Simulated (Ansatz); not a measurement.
Consider BAs in the zinc blende structure (space group F-43m, No. 216; a = 4.809 Å).

Level of theory: PBE, PAW, 420 eV (Ansatz, a quantum-chemistry and plane-wave program; no spin-orbit coupling).

For the base:

```
Item                   Value
-------------------  -------
Band gap             1.21 eV
Smallest direct gap  3.26 eV
```

Modification: every As is replaced by P, then cell and atoms are relaxed.

Tabulated Pauling electronegativity and covalent radius: As 2.18, 1.19 Å; P 2.19, 1.07 Å.

**Question.** Estimate the effect on the band gap.

**Answer.** The band gap goes up by 0.04 eV (1.21 eV → 1.25 eV).

**Question.** What does the calculation give for the smallest direct gap after the change?

**Answer.** The smallest direct gap goes up by 0.138 eV, from 3.26 eV to 3.39 eV.

No phonon test of stability was made.
